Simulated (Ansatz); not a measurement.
# HfN: response to strain

Start from HfN in the rock salt structure (space group Fm-3m, No. 225; a = 4.526 Å; relaxed with 0.1 eV smearing). Axes: x, y, z lie along the cube axes.

Strains are applied to the cell and any free atomic positions relax.

Method: Kohn–Sham DFT with the r2SCAN functional, run in Ansatz (a first-principles code) with PAW and 500 eV plane waves, no spin-orbit coupling, earlier PAW set.

Candidates:
(a) tensor shear ε_xz = −0.87 %
(b) tensor shear ε_xz = −1.37 %
(c) isotropic strain −5.99 %

Notes on the quantities. energy relative to the base: free energy F.

Order them by energy relative to the base, highest first.

(c) isotropic strain −5.99 % (+0.401 eV/atom), (b) tensor shear ε_xz = −1.37 % (+3.5 meV/atom), (a) tensor shear ε_xz = −0.87 % (+1.4 meV/atom)

Whether these cells are dynamically stable was not tested. The final runs are not spin-polarised. An odd electron count without spin: HfN.
